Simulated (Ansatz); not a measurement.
**Hypothetical P4_2/mnm BAs, response to strain**

The parent structure is BAs (space group P4_2/mnm, No. 136; a hypothetical phase, not in the database extracts checked).

```yaml
crystal:
  lattice:
    - [5.83723, 0.00000, 0.00000]
    - [0.00000, 5.83723, 0.00000]
    - [0.00000, 0.00000, 3.36175]
  atoms:
    - { symbol: B, position: [0.32271, 0.67729, 0.00000] }
    - { symbol: B, position: [0.67729, 0.32271, 0.00000] }
    - { symbol: B, position: [0.82271, 0.82271, 0.50000] }
    - { symbol: B, position: [0.17729, 0.17729, 0.50000] }
    - { symbol: As, position: [0.31841, 0.31841, 0.00000] }
    - { symbol: As, position: [0.68159, 0.68159, 0.00000] }
    - { symbol: As, position: [0.18159, 0.81841, 0.50000] }
    - { symbol: As, position: [0.81841, 0.18159, 0.50000] }
```

Cartesian axes are those of the cell as printed.

Strains are applied to the cell and any free atomic positions relax; under biaxial strain the out-of-plane vector relaxes too; under stress the whole cell relaxes.

All numbers come from Ansatz (a program for electronic structure) PBEsol, no spin-orbit coupling.

| case | electron mass | shortest interatomic distance | smallest direct gap |
|---|---|---|---|
| base | 0.45 mₑ along k, 0.34 mₑ across (off the special points) | 2.045 Å | 1.08 eV |
| biaxial strain −2.39 %, plane normal [001], relaxed out of plane | 0.13 mₑ out of plane, 0.84 mₑ in plane (at Γ) | 2.028 Å | – |
| uniaxial stress, 3 GPa compression along z | 0.45 mₑ along k, 0.34 mₑ across (off the special points) | 2.036 Å | 1.29 eV |
| tensor shear ε_xz = +0.15 % | 0.45 mₑ along k, 0.34 mₑ across (off the special points) | 2.044 Å | 1.08 eV |
| tensor shear ε_xz = +3.57 % | – | 2.022 Å | 0.87 eV |

Effective masses come from finite differences of ±0.01 Å⁻¹. Along k means along the line from Γ to the band edge. Beyond what the load breaks, stability against distortions was not tested. Labels are those of the standard path for the cell's own space group.
